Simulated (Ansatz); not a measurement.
**Relaxation of the atoms of SrNb (P4/mmm, 2 atoms in the cell) at several settings**

```
CELL_PARAMETERS angstrom
      3.78259     0.00000     0.00000
      0.00000     3.78259     0.00000
      0.00000     0.00000     4.95790
ATOMIC_POSITIONS crystal
  Sr 0.50000 0.50000 0.50000
  Nb 0.00000 0.00000 0.00000
```

Base: PBEsol, default PAW files made with PBE (Ansatz, a program for electronic structure). Its settings: basis.ecutwfc = 420 eV; kpoints.mp_grid.grid = 6 6 5; kpoints.mp_grid.shift = 0.5 0.5 0.5; hamiltonian.xc = pbesol; hamiltonian.pseudopotentials = {kind: paw} (the program's default PAW files); scf.occupations.method = methfessel_paxton; scf.occupations.width = 0.272 eV. Starting volume 35.47 Å³ per atom.

Each line gives the change from the base single point and the result:

- atoms moved at random; relax: default → atoms; relax.f_tol: default → 0.03 eV/Å: pressure -8.57 GPa; largest force (vector length) 0.001 eV/Å; relaxation steps 3; free energy against the base single point 0.0 meV/atom.
- atoms moved at random; scf.convergence.dr2_threshold: default (1e-07 eV) → 0.001 eV; relax: default → atoms; relax.f_tol: default → 0.03 eV/Å: pressure -8.57 GPa; largest force (vector length) 0.025 eV/Å; relaxation steps 3; free energy against the base single point 0.1 meV/atom.

The starting cell was generated: these elements placed on a structure prototype, without a prior relaxation; it need not be a known phase or ordering of this composition. Spin polarisation is off. Ansatz's pressure includes its estimate of the finite-basis (Pulay) stress.

Left out of this page: 1 run of the series outside the window shown, repeating another row's setting, or not comparable.

Keys are those of Ansatz 0.2.
